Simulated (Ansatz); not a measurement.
The parent structure is GaN in the wurtzite structure (space group P6_3mc, No. 186).

GaN is modelled in the hexagonal space group P6₃mc (No. 186), the wurtzite structure, Pearson symbol hP4. Conventional cell: a = 3.152 Å, b = 3.152 Å, c = 5.138 Å, α = 90.00°, β = 90.00°, γ = 120.00°. Ga on 2b has 4 N at 1.927–1.934 Å (tetrahedral). N on 2b is coordinated by 4 Ga at 1.927–1.934 Å (tetrahedral). (Neighbours: up to the widest gap in distance over summed covalent radii, below 1.35, at either atom; cation-cation and far metal-metal contacts left out.)

All numbers come from LDA (Ansatz, a program for electronic structure), scalar-relativistic without spin-orbit coupling.

Base values:

| Quantity | Result |
|---|---|
| Gap character | direct at Γ |
| Band gap | 2.13 eV |

Perturbation: every lattice vector is shortened by 1.20 %, atoms relaxed at fixed cell.

**Question.** What happens to the gap character and band gap?

**Answer.** The gap character stays direct at Γ; the band gap grows by 0.24 eV to 2.37 eV.

The cells carry an imposed strain or load. No phonon test of stability was made.
